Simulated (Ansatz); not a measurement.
Consider GaN in the wurtzite structure (space group P6_3mc, No. 186; a = 3.1826 Å, c = 5.1853 Å).

Levels (all Ansatz, a program for electronic structure, PAW): PBEsol (420 eV, scalar-relativistic without spin-orbit coupling); HSE06 (420 eV, no spin-orbit coupling).

Its gap is 1.88 eV with PBEsol and 3.19 eV with HSE06.

Modification: a hydrostatic pressure of 1.8 GPa.

With PBEsol the gap becomes 1.94 eV.

**Question.** If the HSE06 correction stayed the same, what would the HSE06 gap be, and what does the HSE06 run give?

**Answer.** A rigid correction of +1.31 eV gives 3.25 eV. The HSE06 run gives 3.26 eV, so the two effects roughly add.

Single points use the geometry relaxed with PBEsol. Load acts through the strain it causes; cell and atoms are relaxed under it. Whether these cells are dynamically stable was not tested.
